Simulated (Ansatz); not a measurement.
## GaSe in the beta-GaS type structure (space group P6_3/mmc, No. 194; layered, stacked along the Cartesian z axis)

Space group P6₃/mmc (No. 194); a = 3.7694 Å, b = 3.7694 Å, c = 15.9642 Å, α = 90.00°, β = 90.00°, γ = 120.00°

```json
[
 {"atom": "Ga", "site": "4f", "symmetry": "3m.", "x": "0.3333", "y": "0.6667", "z": "0.1735"},
 {"atom": "Se", "site": "4f", "symmetry": "3m.", "x": "0.6667", "y": "0.3333", "z": "0.0997"}
]
```

Level of theory: Ansatz (a quantum-chemistry and plane-wave program) PBE-D3(BJ), no spin-orbit coupling, earlier PAW set. Γ-centred 10×10×2 mesh, Fermi–Dirac width 0.05 eV.

- Volume per atom: 24.55 Å³
- Density: 5.03 g/cm³
- Band gap: 0.87 eV, direct at Γ
- Electron mass: 0.095 mₑ along c, 0.12 mₑ across
- Hole mass: 0.082 mₑ along c, 1.5 mₑ across
- Lowest conduction-band minima above the VBM: Γ 0.87 eV; M (1/2, 0, 0) 1.02 eV; K (1/3, 1/3, 0) 1.43 eV
- Total energy: -4626.926 eV/atom (σ→0; compares only within this code and set-up)

Masses are band curvatures over ±0.01 Å⁻¹ around the edge. Stability against distortions was not tested.
